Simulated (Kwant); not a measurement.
Computed with Kwant: one-band effective-mass tight-binding model in one dimension, coherent, no space charge, current by the Tsu-Esaki formula.

Device: GaN/Al0.2Ga0.8N stack with 1 barrier. One parabolic valley. Leads of mass 0.2 mₑ with the band edge at 0; grid 0.1 nm; bias swept from 0.014 to 0.43979 V, dropping linearly over the stack. Emitter Fermi level 0.018 eV, 300 K, equal in the collector.

```csv
layer,thickness (nm),band offset (eV),mass (mₑ)
1,2.3,0.35,0.22
```

Constants are typed, rounded textbook-type inputs, not results; the design itself was drawn at random and stands for no fabricated device.

Sweep values stay those of the base run.

One input was changed, with this effect: J at bias = 0.4398 V 147000 → 294000 A/cm²; J at bias = 0.2269 V 51900 → 142000 A/cm²; J at bias = 0.1086 V 26000 → 83200 A/cm²; J at bias = 0.3215 V 83600 → 200000 A/cm².

Task: Which change was it?
A. thickness of the first barrier 2.3 → 1.8 nm
B. Fermi level in the emitter 0.018 → 0.027 eV
C. mass in the first barrier 0.22 → 0.13 mₑ
D. height of the first barrier 0.35 → 0.21 eV

Result: A, thickness of the first barrier 2.3 → 1.8 nm
